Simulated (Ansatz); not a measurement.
Consider GaP in the zinc blende structure (space group F-43m, No. 216).

GaP is modelled in the cubic space group F-43m (No. 216), the zinc blende structure, Pearson symbol cF8. Cell: a = b = c = 5.3914 Å, α = β = γ = 90.00°. Ga on 4a is surrounded by 4 P at 2.335 Å (tetrahedral). P on 4d has 4 Ga at 2.335 Å (tetrahedral). (Neighbours: up to the widest gap in distance over summed covalent radii, below 1.35, at either atom; cation-cation and far metal-metal contacts left out.)
(The calculation used a cell of 2 atoms; values per cell refer to that cell.)

Method: Kohn–Sham DFT with the LDA functional, run in Ansatz (a first-principles code) with PAW and 420 eV plane waves, no spin-orbit coupling.

Strains are applied to the cell and any free atomic positions relax.

One change was made to it. Results:

The hole mass (degenerate bands, along [100]) changes from 0.11, 0.36, 0.36 mₑ (at Γ) to 0.12, 0.34, 0.34 mₑ (at Γ); the energy rises by 5.1 meV/atom; the valley order (the lowest conduction-band minima on the path, energy above the VBM, named in the base's zone) becomes a point along ⟨100⟩, about 1.0 Å⁻¹ from Γ 1.33 eV; L along ⟨111⟩ 1.70 eV; Γ 2.13 eV (base: a point along ⟨100⟩, about 1.0 Å⁻¹ from Γ 1.38 eV; L along ⟨111⟩ 1.60 eV; Γ 1.88 eV).

**Question.** Which of these changes matches the shifts?
A. isotropic strain −3.00 %
B. isotropic strain −1.00 %
C. isotropic strain +2.00 %
D. isotropic strain +1.50 %

**Answer.** B, isotropic strain −1.00 %. For comparison, the valley order in the other runs: isotropic strain +1.50 % gives a point along ⟨100⟩, about 1.0 Å⁻¹ from Γ 1.46 eV; L along ⟨111⟩ 1.46 eV; Γ 1.51 eV; isotropic strain +2.00 % gives Γ 1.39 eV; L along ⟨111⟩ 1.42 eV; a point along ⟨100⟩, about 1.0 Å⁻¹ from Γ 1.48 eV; isotropic strain −3.00 % gives a point along ⟨100⟩, about 1.0 Å⁻¹ from Γ 1.20 eV; L along ⟨111⟩ 1.89 eV; Γ 2.66 eV.

Masses are band curvatures over ±0.01 Å⁻¹ around the edge. Whether these cells are dynamically stable was not tested.
